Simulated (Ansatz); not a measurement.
The parent structure is CdS in the zinc blende structure (space group F-43m, No. 216; a = 5.878 Å). Axes: x, y, z lie along the cube axes.

The values are results of Ansatz (a program for electronic structure), r2SCAN, PAW, cutoff 500 eV, spin-orbit coupling left out, not measurements.

Strains are applied to the cell and any free atomic positions relax.

One change was made to it. Results:

| quantity | base | after |
|---|---|---|
| band gap | 1.54 eV | 1.53 eV |
| energy relative to the base (free energy F) | 0 meV/atom | +0.1 meV/atom |
| valence-band top at Γ (three highest levels, from the VBM) | 0.00, 0.00, 0.00 eV | 0.00, 0.00, -0.02 eV |

### Question
Which change produced these results?
A) uniaxial strain ε_zz = +2.50 %
B) uniaxial strain ε_zz = +2.00 %
C) uniaxial strain ε_zz = +0.50 %

### Answer
C, uniaxial strain ε_zz = +0.50 %. For comparison, the band gap in the other runs: uniaxial strain ε_zz = +2.00 % gives 1.48 eV; uniaxial strain ε_zz = +2.50 % gives 1.46 eV.

Stability against distortions was not tested.
